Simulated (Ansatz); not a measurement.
The reference is BaTiO₃ (space group P4mm, No. 99).

```
CELL_PARAMETERS angstrom
      3.95540     0.00000     0.00000
      0.00000     3.95540     0.00000
      0.00000     0.00000     4.04425
ATOMIC_POSITIONS crystal
  Ti 0.50000 0.50000 0.44700
  Ba 0.00000 0.00000 0.93176
  O  0.50000 0.50000 0.90197
  O  0.50000 0.00000 0.41263
  O  0.00000 0.50000 0.41263
```

Computed with PBEsol/PAW in Ansatz (an electronic-structure program), spin-orbit coupling left out.

Before the change:

The pressure is 0.00 GPa and the band gap comes out as 1.85 eV.

Modification: an isotropic linear strain of −2.90 %; the atoms relax in the strained cell.

### Question
What does the calculation give for the pressure and band gap after the change?

### Answer
The pressure (mean of the normal stresses, compression positive) goes from zero to 16.84 GPa; the band gap increases by 0.11 eV to 1.96 eV.

No phonon test of stability was made. The final runs are not spin-polarised.
